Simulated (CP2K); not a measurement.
Band structure of Sr (Fm-3m, 1 atom in the cell).

```
CELL_PARAMETERS angstrom
      4.20850     0.00000     0.00000
      2.10425     3.64466     0.00000
      2.10425     1.21489     3.43622
ATOMIC_POSITIONS crystal
  Sr 0.00000 0.00000 0.00000
```

Level of theory: PBE, GPW, DZVP-MOLOPT-SR-GTH basis, GTH-PBE potentials (GTH_POTENTIALS) in CP2K.

Settings: CUTOFF = 500 Ry; REL_CUTOFF = 60 Ry; SMEAR/METHOD = FERMI_DIRAC; ELECTRONIC_TEMPERATURE = 1160.45 K; KPOINTS/SCHEME = MONKHORST-PACK 8 8 8; GAMMA_CENTERED = T; XC_FUNCTIONAL = PBE; Sr/BASIS_SET = DZVP-MOLOPT-SR-GTH; Sr/POTENTIAL = GTH-PBE-q10; METHOD = GPW; EPS_DEFAULT = 1e-10; EXTRAPOLATION = USE_GUESS; NGRIDS = 5; SCF_GUESS = ATOMIC.

The starting cell has typed, rounded lattice constants, without a prior relaxation at this level. Its lattice was rescaled by a random factor within 2.5 % of one. Values carry the incompleteness of an atom-centred basis.

Levels in eV from the Fermi level, bands 2 to 7:
| point | 2 | 3 | 4 | 5 | 6 | 7 |
|---|---|---|---|---|---|---|
| Γ | -18.47 | -18.47 | -18.47 | -3.79 | 2.91 | 2.91 |
| X | -18.68 | -18.55 | -18.55 | -0.51 | 0.82 | 1.12 |
| W | -18.62 | -18.62 | -18.55 | 0.08 | 0.72 | 0.72 |
| K | -18.64 | -18.60 | -18.53 | -0.02 | 0.47 | 0.89 |
| L | -18.70 | -18.50 | -18.50 | -1.10 | 0.06 | 2.80 |
| U | -18.64 | -18.60 | -18.53 | -0.02 | 0.47 | 0.89 |

Bands cross the Fermi level along this path, so the cell is metallic at this level.

Higher empty bands are left out: an atom-centred basis made for the valence describes them poorly.
